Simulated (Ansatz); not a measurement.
Functionals compared on CH3 on the 1x1 (100) surface of monoclinic HfO2 (cut with top plane 2 O), one in a 1x1 cell, started at the site 'bridge O-O (span 5.2 Å)', in Ansatz (plane waves, PAW). The structure was relaxed with PBE; the other rows are single points on it, each with its references at the same level. Cutoff 420 eV (500 eV for r2SCAN). The points keep PBE's geometry, so the relaxation of a polaron and the settling of charge on one site are left out.

Host crystal: monoclinic HfO2, with a band gap (PBE, scalar-relativistic without spin-orbit coupling).

Set-up: 28 atoms, 9.3 Å thick at the start under the adsorbate (thin: gaps and levels are the slab's own); mesh 4x4x1; 0.01 eV smearing; dipole correction on; 12 atoms held, the rest relaxed; no symmetry held; spin-polarised, ending with about 1.0 μB a cell; orders that need a larger cell were not tried, no spin-orbit, no U, no dispersion correction. At the end it is bonded to Hf. In PBE it is, or lies within 0.03 eV of, the lowest of the starts that converged. These notes are the PBE run's. r2SCAN: The program's check for a lower electronic state was not made. Adsorption energies are against CH4(g) − ½ H2(g). A negative adsorption energy means that the adsorbate is more stable on the surface than in its reference.

| functional | adsorption energy (eV) | gap of the slab on its k-mesh (eV) | highest filled level below the top vacuum level (eV) | magnetic moment of the cell (μB) | rough cost of the single point |
|---|---|---|---|---|---|
| PBE | 2.13 | 1.66 | 6.20 | 1.00 | – |
| RPBE | 2.22 | 1.75 | 6.06 | 1.00 | roughly 5 core-minutes |
| r2SCAN | 1.87 | 2.46 | 6.46 | 1.00 | around 7 core-minutes (rough) |

Ansatz is a first-principles code.
